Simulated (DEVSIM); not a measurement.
Schottky contact on n-type Si

System: Schottky contact on n-type Si, at 300 K.

```
layer (left to right)  material  thickness (μm)  Nd (cm⁻³)  τn (s)   τp (s)
---------------------  --------  --------------  ---------  ------  -------
1                            Si            1.60     1.8e16  4.6e-5  0.00046
```

Left contact: Schottky, work function 4.8 eV, emission velocity 2.4e6 cm/s. Right contact: ohmic. Voltage is applied to the left contact. Recombination: SRH at mid-gap. Mobility is constant in doping.

The device is made up for the run: typed textbook-type constants, with dimensions and the other settings drawn at random. Values at 300 K.

| parameter | Si |
|---|---|
| gap (eV) | 1.124 |
| affinity (eV) | 4.05 |
| permittivity | 11.7 |
| Nc (cm⁻³) | 2.86e19 |
| Nv (cm⁻³) | 3.1e19 |
| μn (cm²/Vs) | 1417 |
| μp (cm²/Vs) | 470 |

Model (solved in DEVSIM): 1D drift-diffusion, Boltzmann statistics, complete ionisation; no tunnelling, impact ionisation, image-force lowering or self-heating. Metal contacts follow the ideal Schottky-Mott rule: no Fermi-level pinning, no interface dipoles.

```json
{
 "potential_step_across_the_device_at_zero_bias": "0.559 V",
 "largest_field_in_the_device_at_zero_bias": "54000 V/cm",
 "Dark forward voltage at 1 A/cm²": "0.332 V",
 "Dark forward voltage at 100 A/cm²": "0.457 V"
}
```

Dark forward current:

```csv
V (V),J (A/cm²)
0.05,1.6e-5
0.10,0.00013
0.15,0.00088
0.20,0.0061
0.25,0.042
0.30,0.29
0.35,2.0
0.40,13
0.45,81
0.50,360
0.55,980
0.60,1800
0.65,2800
```

Dark reverse current:

| V (V) | J (A/cm²) |
|---|---|
| -0.10 | -2.6e-6 |
| -0.25 | -2.7e-6 |
| -0.50 | -2.7e-6 |
| -0.75 | -2.7e-6 |
| -1.00 | -2.7e-6 |
| -1.50 | -2.7e-6 |
| -2.00 | -2.7e-6 |
| -2.50 | -2.7e-6 |
| -3.25 | -2.7e-6 |
| -4.00 | -2.7e-6 |
| -5.00 | -2.7e-6 |
